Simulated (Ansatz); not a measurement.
Results of PBE in Ansatz (plane waves, PAW) for cubic perovskite SrVO3.

Numerical settings: plane-wave cutoff 520 eV, 18×18×18 k mesh, Fermi–Dirac smearing 0.04 eV (set by the program), no spin polarisation, scalar-relativistic PAW data made under PBE.

Computed at the level's own relaxed cell.

Task: Predict the elastic constant C12, elastic constant C44, Voigt–Reuss–Hill bulk modulus and elastic constant C11.

Result: 
elastic constant C12: 118 GPa
elastic constant C44: 115 GPa
Voigt–Reuss–Hill bulk modulus: 181 GPa
elastic constant C11: 308 GPa

Elastic constants are with the ions relaxed.

Computed values are for the static lattice.

The result took around 7 core-minutes (rough).

Ansatz is a quantum-chemistry and plane-wave program.
